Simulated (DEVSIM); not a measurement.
Structure: GaN p-n junction from an implanted or diffused profile, at 300 K.

```tsv
layer (left to right)	material	thickness (μm)	Nd (cm⁻³)	τn (s)	τp (s)
1	GaN	21.0	2e16	7.8e-8	7.8e-8
```

Added acceptor profile: 3.3e18 cm⁻³ × exp(−(x − 0.069 μm)²/(2·(0.11 μm)²)). Left contact: ohmic. Right contact: ohmic. Voltage is applied to the left contact. Recombination: SRH at mid-gap, radiative, Auger. Mobility is constant in doping.

The device is made up for the run: typed textbook-type constants, with dimensions and the other settings drawn at random. Values at 300 K.

| parameter | GaN |
|---|---|
| gap (eV) | 3.43 |
| affinity (eV) | 4.1 |
| permittivity | 9.5 |
| Nc (cm⁻³) | 2.3e18 |
| Nv (cm⁻³) | 4.6e19 |
| μn (cm²/Vs) | 1200 |
| μp (cm²/Vs) | 100 |
| B (cm³/s) | 1e-11 |
| Cn (cm⁶/s) | 1e-30 |
| Cp (cm⁶/s) | 1e-30 |

Model (solved in DEVSIM): 1D drift-diffusion, Boltzmann statistics, complete ionisation; no tunnelling, impact ionisation, image-force lowering or self-heating.

### Question
Tabulate band edges, carrier densities and field at 3.1 V on the left contact.

### Answer
Energies count from the Fermi level of the right contact; mesh points crowd at the junctions.

```tsv
x (μm)	Ec (eV)	Ev (eV)	n (cm⁻³)	p (cm⁻³)	field (V/cm)
0.000	0.257	-3.173	< 1e2	2.7e18	1400
0.02176	0.259	-3.171	6.4e12	3.0e18	1000
0.05053	0.261	-3.169	1.4e13	3.2e18	400
0.08856	0.261	-3.169	2.6e13	3.2e18	-420
0.1579	0.253	-3.177	6.2e13	2.4e18	-1900
0.2305	0.234	-3.196	1.7e14	1.1e18	-3500
0.3132	0.196	-3.234	7.7e14	2.6e17	-5600
0.4210	0.125	-3.305	1.2e16	1.6e16	-5000
0.5046	0.106	-3.324	2.6e16	7.8e15	-560
0.5880	0.105	-3.325	2.7e16	7.2e15	-18
0.7443	0.105	-3.325	2.7e16	7.0e15	15
1.282	0.105	-3.325	2.6e16	6.4e15	14
2.307	0.107	-3.323	2.5e16	5.3e15	13
4.616	0.110	-3.320	2.3e16	3.5e15	11
12.44	0.117	-3.313	2.1e16	7.1e14	≈ 0
17.06	0.120	-3.310	2.0e16	2.3e14	≈ 0
19.20	0.121	-3.308	2.0e16	9.7e13	≈ 0
20.18	0.122	-3.308	2.0e16	4.4e13	≈ 0
20.72	0.122	-3.308	2.0e16	1.5e13	≈ 0
20.88	0.123	-3.307	2.0e16	6.2e12	≈ 0
20.96	0.123	-3.307	2.0e16	2.2e12	≈ 0
21.00	0.123	-3.307	2.0e16	< 1e2	≈ 0
```
